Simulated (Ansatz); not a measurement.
Model: Ge(100) surface of dimers buckled in the p(2x2) pattern, one row of 4 dimers, 4 layers, bottom layer H-capped and fixed; cell 8.1 x 16.1 Å; about 5 Å thick over the host's atoms, 24 atoms held; the lower dihydride is canted and the layers over it are shifted sideways by a few tenths of an Å, alike in all states. Calculation: PBE-D3(BJ) (plane waves to 420 eV, PAW; Ansatz, a quantum-chemistry and plane-wave program). Sampling: 2x1x1 k points. The slab states were run without spin polarisation. A thicker slab, a larger cell or a denser mesh can move such energies by a tenth of an eV or more. Barriers come from a climbing-image nudged elastic band between relaxed ends, or a saddle search from its top (force threshold 0.05 eV/Å), without zero-point or thermal terms. A partial Hessian shows a single imaginary mode at the top, within the atoms moved. The ends were relaxed from one prepared geometry each.

The reaction: CH4 dissociates at its C-H bond, C on Ge and H on Ge (intradimer). Bonds to break: C(a0)-H(a1). Bonds to form or keep: Ge(24)-H(a1), Ge(26)-C(a0).

Relaxed start, atoms near the reaction:

```csv
atom,x (Å),y (Å),z (Å)
Ge(1),1.722,5.103,6.076
Ge(3),4.157,4.874,6.937
Ge(5),0.699,7.241,5.341
Ge(7),4.653,6.783,5.293
Ge(9),2.638,7.056,3.735
Ge(11),6.721,7.043,3.863
Ge(24),1.275,9.148,6.948
Ge(25),1.720,13.161,6.077
Ge(26),3.693,8.916,6.057
Ge(27),4.152,12.937,6.942
Ge(28),0.716,11.041,5.268
Ge(30),4.585,11.068,5.195
Ge(32),2.616,11.085,3.694
Ge(36),3.023,9.069,2.431
H(40),4.560,9.067,2.248
C(a0),4.003,7.870,9.581
H(a1),3.427,7.123,9.024
H(a2),4.276,7.461,10.560
H(a3),3.399,8.774,9.714
H(a4),4.916,8.112,9.024
```

Question: What does the calculation give for this step?

Answer: Barrier 1.49 eV forward and 1.98 eV back, reaction energy -0.49 eV (the top comes from a saddle search started at the highest image of an unfinished band).

Question: How long are the bonds that change, at the top of the path?

Answer: 
```json
[
 {"pair": "Ge(24)-H(a1)", "start (Å)": "3.61", "top (Å)": "1.99", "end (Å)": "1.56"},
 {"pair": "Ge(26)-C(a0)", "start (Å)": "3.69", "top (Å)": "2.23", "end (Å)": "1.99"},
 {"pair": "C(a0)-H(a1)", "start (Å)": "1.10", "top (Å)": "1.55", "end (Å)": "3.75"}
]
```
